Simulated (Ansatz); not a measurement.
Effect of pressure −1 GPa on ZrN

Start from ZrN in the rock salt structure (space group Fm-3m, No. 225; a = 4.595 Å).

The change: hydrostatic tension (pressure −1 GPa).

Computed with Ansatz (an electronic-structure program), PBE, PAW, cutoff 420 eV, spin-orbit coupling left out. Γ-centred 17×17×17 mesh, Fermi–Dirac width 0.05 eV.

- Density: 7.18 g/cm³ (base 7.21 g/cm³)
- Lattice parameter a: 4.601 Å (base 4.595 Å)
- Shortest interatomic distance: 2.300 Å (base 2.297 Å)
- Enthalpy H = E + PV relative to the base's energy: -0.08 eV/atom
- Band gap: zero (base zero)

Final structure:

```
ZrN
1.0
    0.00000     2.30044     2.30044
    2.30044     0.00000     2.30044
    2.30044     2.30044     0.00000
N Zr
1 1
Direct
  0.00000   0.00000   0.00000
  0.50000   0.50000   0.50000
```

Load acts through the strain it causes; cell and atoms are relaxed under it. Whether these cells are dynamically stable was not tested. All final runs are without spin polarisation. An odd electron count without spin: ZrN.
